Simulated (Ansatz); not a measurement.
Density of states of Cd2SnO4 (Pbam) below the valence band maximum, PBEsol, rigid bands (Ansatz, a quantum-chemistry and plane-wave program); cell volume 177.0 Å³.

```
energy from edge (eV)  10⁻³ states/eV/cell
---------------------  -------------------
0.006                                 2210
0.031                                 4500
0.056                                 5850
0.081                                 6450
0.106                                 7280
0.131                                 9310
0.156                                 9180
0.181                                 9840
0.206                                11700
0.231                                15900
0.256                                12900
0.281                                14200
0.319                                20100
0.344                                19600
0.369                                18300
0.394                                17600
0.419                                16800
0.444                                16900
0.469                                16600
0.494                                15900
0.519                                14800
0.544                                13600
0.569                                16500
0.594                                10600
```

Problem. What effective density of states at 300 K does this give (∫ g(E) exp(−E/k_BT) dE, both spins, divided by the cell's size)?

Solution. 5.4e20 cm⁻³, a density-of-states mass of 7.7 mₑ, valleys and band degeneracy included.

Spin-orbit coupling is left out; where it splits the top of the valence band, N_v and the p-type Seebeck coefficient come out somewhat high without it. Geometry: cell and atoms relaxed with PBEsol.

Formula and space group known from diffraction (Crystallography Open Database), not checked to be the room-temperature form: Cd2SnO4 (Pbam).
